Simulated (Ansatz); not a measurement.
Take YN in the rock salt structure (space group Fm-3m, No. 225; a = 4.896 Å) as the base. Axes: x, y, z lie along the cube axes.

Method: Ansatz (an electronic-structure program) r2SCAN, no spin-orbit coupling.

Before the change:

The electron mass is 1.3 mₑ along k, 0.15 mₑ across (at X). The valley order is X along ⟨100⟩ 0.58 eV and the valence-band top at Γ is 0.00, 0.00, 0.00 eV.

Now apply this change: uniaxial stress, 0.5 GPa compression along z; all other stress components relax to zero.

Question: What happens to the electron mass, strain response, valley order and valence-band top at Γ?

Answer: The electron mass is still 1.3 mₑ along k, 0.15 mₑ across (at X); the strain response (xx, yy, zz) is (+0.03, +0.03, −0.16) %; the valley order (the lowest conduction-band minima on the path, energy above the VBM, named in the base's zone) becomes X along [001] 0.57 eV; X along [100] 0.58 eV (base: X along ⟨100⟩ 0.58 eV); the valence-band top at Γ (three highest levels, from the VBM) changes from 0.00, 0.00, 0.00 eV to 0.00, -0.01, -0.01 eV.

The levels and masses belong to the bands next to the band gap. Masses are band curvatures over ±0.01 Å⁻¹ around the edge. Along k means along the line from Γ to the band edge. Stability under load was not tested beyond the relaxation.
